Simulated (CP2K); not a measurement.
CP2K run on Tl3Zn (I4/mmm, 4 atoms in the cell): self-consistent single point.

Method of the run: PBEsol, GPW, DZVP-MOLOPT-SR-GTH basis, GTH-PBE potentials (GTH_POTENTIALS) run with CP2K.

```
Tl3Zn
1.0
    5.98626     0.00000     0.00000
    2.20173     5.56666     0.00000
   -4.09400    -2.78333     3.36565
Zn Tl
1 3
Direct
  0.00000   0.00000   0.00000
  0.75000   0.25000   0.50000
  0.25000   0.75000   0.50000
  0.50000   0.50000   0.00000
```

Reference input (self-consistent single point, DFT PBEsol, GPW, DZVP-MOLOPT-SR-GTH basis, GTH-PBE potentials (GTH_POTENTIALS)): CUTOFF = 600 Ry; REL_CUTOFF = 60 Ry; SMEAR/METHOD = MARZARI_VANDERBILT; SIGMA = 0.05 eV; KPOINTS/SCHEME = MONKHORST-PACK 5 5 5; XC_FUNCTIONAL = PBE:PBESOL; Zn/BASIS_SET = DZVP-MOLOPT-SR-GTH-q12; Zn/POTENTIAL = GTH-PBE-q12; Tl/BASIS_SET = DZVP-MOLOPT-SR-GTH-q13; Tl/POTENTIAL = GTH-PBE-q13; METHOD = GPW; EPS_DEFAULT = 1e-10. This run's input differs from it in these lines:

```diff
@@ -40,3 +40,3 @@
     &KPOINTS
-      SCHEME MONKHORST-PACK 5 5 5
+      SCHEME MONKHORST-PACK 7 7 7
     &END KPOINTS
```

Log, with long lists cut:

```
 SCF WAVEFUNCTION OPTIMIZATION

  Step     Update method      Time    Convergence         Total energy    Change
     1 NoMix/Diag. 0.20E+00      -     1.24882729      -210.0269540752 -2.10E+02
     2 Broy./Diag. 0.20E+00      -     0.01350563      -211.0286267222 -1.00E+00
     3 Broy./Diag. 0.20E+00      -     0.04930264      -210.4926953904  5.36E-01
     4 Broy./Diag. 0.20E+00      -     0.02051608      -209.9219715553  5.71E-01
     5 Broy./Diag. 0.20E+00      -     0.00382612      -209.7885723962  1.33E-01
     6 Broy./Diag. 0.20E+00      -     0.00363073      -209.8257633568 -3.72E-02
   [... 6 lines left out ...]
    13 Broy./Diag. 0.20E+00      -     0.00002453      -209.8483594707 -1.26E-04
    14 Broy./Diag. 0.20E+00      -     0.00000493      -209.8484110203 -5.15E-05
    15 Broy./Diag. 0.20E+00      -     0.00000621      -209.8484041329  6.89E-06
    16 Broy./Diag. 0.20E+00      -     0.00000080      -209.8483896005  1.45E-05
  *** SCF run converged in    16 steps ***

  Overlap energy of the core charge distribution:               0.00000000000005
  Self energy of the core charge distribution:               -339.69040220129352
  Core Hamiltonian energy:                                    101.58032748285146
  Hartree energy:                                              56.70771115412624
  Exchange-correlation energy:                                -28.44602782267888
  Smearing free energy correction:                              0.00000178616764
  Fermi energy:                                                 0.21894381233298

  Total energy:                                              -209.84838960045349

 ENERGY| Total FORCE_EVAL ( QS ) energy [hartree]           -209.848385831777478

 FORCES| Atomic forces [hartree/bohr]
   [... lines left out ...]

 STRESS| Analytical stress tensor [bar]
 STRESS|                        x                   y                   z
 STRESS|      x       -2.12842794141E+04   2.43463303738E+03   1.28435862650E+00
 STRESS|      y        2.43463303738E+03  -2.32103007671E+04   8.81630259668E-01
 STRESS|      z        1.28435862650E+00   8.81630259668E-01  -2.48643566815E+04
 STRESS| 1/3 Trace                                            -2.31196456209E+04
```

The run converged in 16 iterations. Against the reference run the free energy goes up by 34.7 meV/atom and the pressure hardly changes (-2.39 to -2.31 GPa).

The starting cell comes from a database of computed structures (which also holds hypothetical and non-ambient phases and stackings), without a prior relaxation at this level. Values carry the incompleteness of an atom-centred basis. The potentials were made for another functional than the one used.

Cost on one core of a shared machine: roughly 4 min.
